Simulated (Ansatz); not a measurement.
Start from BN in the zinc blende structure (space group F-43m, No. 216; a = 3.581 Å). Axes: x, y, z lie along the cube axes.

Method: LDA (Ansatz, a quantum-chemistry and plane-wave program; PAW; 420 eV plane waves; without spin-orbit coupling).

Now apply this change: uniaxial strain ε_zz = −1.00 %, all other strain components held at zero; the atoms relax in the strained cell.

**Question.** Predict the stress tensor and what it implies for the stiffness.

**Answer.** Stress of the strained cell less that of the base (GPa, compression positive):
```
   2.00    0.00    0.00
   0.00    2.00    0.00
   0.00    0.00    8.33
```

Then −Δσ_ii/ε with ε = -0.0100 gives relaxed-ion elastic constants: C33 ≈ 833 GPa, C13 ≈ 200 GPa and C23 ≈ 200 GPa.

Stability against distortions was not tested.
